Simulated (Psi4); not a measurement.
Psi4 1.11, PBE/def2-svp: Nb(NH)(NH2)2(OSiH3) ([NH]=[Nb]([NH2])([NH2])[O][SiH3]), 14 atoms. The geometry is a generated start, not checked to be a minimum at this level.

```
Property                                              Value
--------------------------  -------------------------------
task                                                 energy
method                                                  pbe
basis                                              def2-svp
memory                                                 3 GB
maxiter                                                 100
keys of the molecule block                      symmetry c1
scf_type                                       df (default)
e_convergence                               1e-06 (default)
d_convergence                               1e-06 (default)
dft_radial_points                              75 (default)
dft_spherical_points                          302 (default)
effective core potentials   those of the basis set, past Kr
basis functions                                         145
grid points                                          302185
```

```xyz
14

Nb    -0.4071    -0.1986     0.5478
N     -1.2583    -1.7527     0.5432
H     -1.7089    -2.6644     0.4602
N      0.5391    -0.2060     2.2794
H      0.5365    -0.8937     3.0313
H      1.1237     0.5806     2.5732
N     -1.8857     1.1107     0.6248
H     -2.8933     0.9619     0.6320
H     -1.7191     2.1145     0.7167
O      0.7507     0.0998    -0.9431
Si     1.5580     0.1822    -2.3301
H      1.1690    -0.9518    -3.1801
H      2.9928     0.1488    -2.0001
H      1.2026     1.4688    -2.9552
```

Charge 0 and multiplicity 1 are set for this test and not shown to be the ground state.

With the defaults (diis_max_vecs = 10, diis = true, scf_initial_accelerator = adiis, damping_percentage = 0, diis_start = 1, guess = auto, which took SAD) it converges in 12 SCF iterations. One run each on 2 threads, with these changes:
- guess = sap
- guess = core
- guess = modhuckel
- diis_max_vecs = 3
- scf_initial_accelerator = ediis
- diis_max_vecs = 6
- diis = false, scf_initial_accelerator = none, damping_percentage = 60
- diis_start = 4
- guess = sadno

Q: Which runs fail or end elsewhere than the default run?

A: No convergence: diis_max_vecs = 3; diis = false, scf_initial_accelerator = none, damping_percentage = 60 (the run ends without SCF convergence in 100 iterations). The rest reach the solution of the defaults.

```json
[
 {"setting": "the defaults", "SCF iterations": "12", "end": "same solution"},
 {"setting": "scf_initial_accelerator = ediis", "SCF iterations": "12", "end": "same solution"},
 {"setting": "diis_max_vecs = 6", "SCF iterations": "13", "end": "same solution"},
 {"setting": "guess = modhuckel", "SCF iterations": "13", "end": "same solution"},
 {"setting": "guess = sadno", "SCF iterations": "13", "end": "same solution"},
 {"setting": "guess = sap", "SCF iterations": "15", "end": "same solution"},
 {"setting": "guess = core", "SCF iterations": "18", "end": "same solution"},
 {"setting": "diis_start = 4", "SCF iterations": "20", "end": "same solution"},
 {"setting": "diis_max_vecs = 3", "SCF iterations": "100", "end": "no convergence"},
 {"setting": "diis = false, scf_initial_accelerator = none, damping_percentage = 60", "SCF iterations": "100", "end": "no convergence"}
]
```

1 further run of the study ended by our limits or in an error and is left out.
